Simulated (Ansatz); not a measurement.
Start from WC (space group P-6m2, No. 187; a = 2.8843 Å, c = 2.8115 Å; relaxed with 0.1 eV smearing). Axes: x lies along a and z along c of the hexagonal cell.

The values are results of Ansatz (a first-principles code) LDA, no spin-orbit coupling, not measurements.

Strains are applied to the cell and any free atomic positions relax.

One change was made to it. Results:

| quantity | base | after |
|---|---|---|
| pressure (mean of the normal stresses, compression positive) | 0.0 GPa | -6.7 GPa |
| energy relative to the base (free energy F) | 0 meV/atom | +7.0 meV/atom |

Task: Which of these changes matches the shifts?
A. uniaxial strain ε_zz = +1.50 %
B. uniaxial strain ε_zz = +1.00 %
C. uniaxial strain ε_zz = +3.00 %
D. uniaxial strain ε_zz = −2.00 %
E. uniaxial strain ε_zz = −1.50 %

Result: A, uniaxial strain ε_zz = +1.50 %. For comparison, the pressure in the other runs: uniaxial strain ε_zz = +3.00 % gives -12.8 GPa; uniaxial strain ε_zz = −2.00 % gives 10.1 GPa; uniaxial strain ε_zz = +1.00 % gives -4.5 GPa; uniaxial strain ε_zz = −1.50 % gives 7.4 GPa.

Stability against distortions was not tested. The final runs are not spin-polarised.
